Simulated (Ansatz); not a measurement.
Mg, pressure series

Start from Mg in the hcp (Mg type) structure (space group P6_3/mmc, No. 194; a = 3.167 Å, c = 5.189 Å).

Cell and atoms are relaxed at each pressure.

All numbers come from PBEsol (Ansatz, a quantum-chemistry and plane-wave program), scalar-relativistic without spin-orbit coupling.

```
P (GPa)  V (Å³/atom)
-------  -----------
-2.00         23.939
-0.99         23.176
0.90          22.017
2.10          21.413
4.50          20.404
9.00          18.968
15.00         17.585
22.51         16.324
30.00         15.367
```

Question: Fit a third-order Birch–Murnaghan equation of state.

Answer: Least squares on P(V) = (3B₀/2)[(V₀/V)^(7/3) − (V₀/V)^(5/3)]·[1 + (3/4)(B₀′ − 4)((V₀/V)^(2/3) − 1)] gives V₀ = 22.54 Å³/atom, B₀ = 37 GPa and B₀′ = 3.9.

Load acts through the strain it causes; cell and atoms are relaxed under it. Whether these cells are dynamically stable was not tested. No other phases were tried under pressure.
